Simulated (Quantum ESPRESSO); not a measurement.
Troubleshooting Quantum ESPRESSO: a failed run on Al2Si2O7 (C2/c, 22 atoms in the cell). The aim is a self-consistent single point with DFT, PBEsol, plane waves, GBRV 1.5 ultrasoft (PBESOL) pseudopotentials.

Cell that was meant: a = 5.1513 Å, b = 5.1513 Å, c = 9.3952 Å, α = 104.19°, β = 104.19°, γ = 95.93°.

Part of the input:

```fortran
&SYSTEM
 ibrav = 0
 nat = 22
 ntyp = 2
 ecutwfc = 40
 ecutrho = 200
 occupations = 'fixed'
```

The program printed (abridged):

```
     This program is part of the open-source Quantum ESPRESSO suite
     for quantum simulation of materials; please cite

Warning: card O     15.9990  O_PBESOL_V1.2.USPP.F.UPF ignored

 %%%%%%%%%%%%%%%%%%%%%%%%%%%%%%%%%%%%%%%%%%%%%%%%%%%%%%%%%%%%%%%%%%%%%%%%%%%%%%
     Error in routine read_cards (9):
     species O in ATOMIC_POSITIONS is nonexistent
 %%%%%%%%%%%%%%%%%%%%%%%%%%%%%%%%%%%%%%%%%%%%%%%%%%%%%%%%%%%%%%%%%%%%%%%%%%%%%%

     stopping ...
```

From the messages shown, name the fault and mend the input.

The fault is a species count that does not match the list of species. The number of species decides how many lines of the species card are read. To fix it, make the count match the list. The program stopped before any SCF iteration.

The sound input it was made from differs as follows (other fixes are possible):
```diff
- ntyp = 2
+ ntyp = 3
```

With that input, the run converged in 12 iterations: free energy E − TS -7058.4689 eV; top of the valence band (on the code's own zero) 4.99 eV; gap on the k-point mesh 5.24 eV; pressure 3.12 GPa; largest force (vector length) 0.232 eV/Å (DFT, PBEsol, plane waves, GBRV 1.5 ultrasoft (PBESOL) pseudopotentials).

On the sound input: the starting cell comes from a database of computed structures (which also holds hypothetical and non-ambient phases and stackings), without a prior relaxation at this level. With a pressure of about 3 GPa the cell is away from its equilibrium volume at this level.
